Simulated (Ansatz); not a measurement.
Gap of a (6,0) SiC nanotube at several levels, all on one geometry.

Levels: PBE (plane waves to 420 eV, PAW; Ansatz, an electronic-structure program); r2SCAN (plane waves to 500 eV, PAW; Ansatz); Ansatz with HSE06. Unmarked values and the geometry are of the first. Mesh 1×1×6. No spin polarisation. It repeats along c; a and b span vacuum. A hypothetical model, rolled from the flat sheet. It keeps the symmetry and period of its start, so it need not be a minimum against all distortions. HSE06 ran on a 1×1×4 mesh and at PBE's edge points.

```tsv
level	gap (eV)
PBE	0.73
r2SCAN	?
HSE06	1.48
```

Complete the blanks.


- r2SCAN, gap (eV): 0.95
